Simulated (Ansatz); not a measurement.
We consider 1T (CdI2-type) PtTe2, described by PBEsol in Ansatz (PAW).

From the output:

```
Relaxation: its limit of steps is 80 (relax.max_steps)
Crystal: 3 atoms, lattice volume = 71.336 Å³
Basis set: ecut = 520 eV, 1945 PW (Γ), exchange–correlation on 60×60×80 points (8 copies of the dense FFT grid, shifted against one another)
Bands: 30, of which v1, the nominal top of the filled ones, is band 25 counted from 1 (24 counted from 0)
Symmetry: 12 space group operations
Space group: P-3m1 (ITA 164), of the structure as read, at distance tolerance 4.1e-5 Å
k-points: 394 of 3888
Functional: x = pbesol(κ = 0.804, μ = 0.12345679012345678), c = pbesol(β = 0.046)
SCF iter   1: F=—  HF=-26188.078228 eV  |F-HF|=—  |Δ(HF+E_count)|=         —  Δρ=4.71e-3  dr2=1.76e-2
SCF iter   2: F=—  HF=-26188.074051 eV  |F-HF|=—  |Δ(HF+E_count)|=   4.18e-3  Δρ=1.73e-3  dr2=2.61e-3
  ...
SCF 1 converged in 7 iterations: F = -26188.073610 eV  dr2 = 1.36e-8
Crystal: 3 atoms, lattice volume = 71.336 Å³
Basis set: ecut = 520 eV, 1897 PW (Γ), exchange–correlation on 60×60×80 points (8 copies of the dense FFT grid, shifted against one another)
Initial density: handed on by an earlier stage of this run
SCF 2 converged in 6 iterations: F = -26188.038641 eV  dr2 = 1.88e-7
Crystal: 3 atoms, lattice volume = 71.336 Å³
SCF 3 converged in 11 iterations: F = -26188.078106 eV  dr2 = 5.10e-13
Crystal: 3 atoms, lattice volume = 71.336 Å³
SCF 4 converged in 5 iterations: F = -26188.078123 eV  dr2 = 1.38e-9
Crystal: 3 atoms, lattice volume = 71.336 Å³
SCF iter   6: F=—  HF=-26188.078127 eV  |F-HF|=—  |Δ(HF+E_count)|=  7.28e-12  Δρ=9.32e-8  dr2=8.06e-12
SCF iter   7: F=-26188.078127 eV  HF=-26188.078127 eV  |F-HF|=3.64e-12  |Δ(HF+E_count)|=  3.64e-12  Δρ=4.07e-8  dr2=1.34e-12
SCF 5 converged in 7 iterations: F = -26188.078127 eV  dr2 = 1.34e-12
SCF converged after 7 iterations
Free energy (F): -26188.078127 eV
Internal energy: -26188.067950 eV  (E = F + TS)
E sigma→0 (E₀):  -26188.073038 eV
Fermi energy:    14.163628 eV
--- Stress (GPa, compression-positive) ---
        1.330802      -0.000000      -0.000000
       -0.000000       1.330802      -0.000000
        0.000000      -0.000000       1.327123
  P = ⅓ Tr σ = 1.3296 GPa (13.296 kbar)
```

Write an input file that produces this run.

One answer among several that fit: 
Ansatz 0.2 input:
```yaml
crystal:
  lattice:
    - [2.0084216066, -3.4786882656, 0.0]
    - [2.0084216066, 3.4786882656, 0.0]
    - [0.0, 0.0, 5.1051237085]
  atoms:
    - { symbol: Te, position: [0.3333333333, 0.6666666667, 0.2619715409] }
    - { symbol: Te, position: [0.6666666667, 0.3333333333, 0.7380284591] }
    - { symbol: Pt, position: [0.0, 0.0, 0.0] }
basis:
  ecutwfc: 520
  ecutrho_ratio: 4
  xc_grid: 2
kpoints:
  mp_grid: { grid: [18, 18, 12] }
hamiltonian:
  xc: pbesol
  dispersion: none
  pseudopotentials: { kind: paw }
scf:
  occupations: { method: fermi_dirac, width: 0.05 }
output:
  forces: true
  stress: true
  eigenvalues: true
relax:
  f_tol: 0.004
  escape_saddle: false
  max_steps: 80
  cell: { stress_tol: 0.02, fix: [volume] }
```

The cell is one volume of an energy–volume scan, off the minimum.

The PAW data were made under PBE.

Note: the cell comes from a level without a dispersion term, which matters for the spacing of layers, chains or molecules.

Ansatz is a quantum-chemistry and plane-wave program.
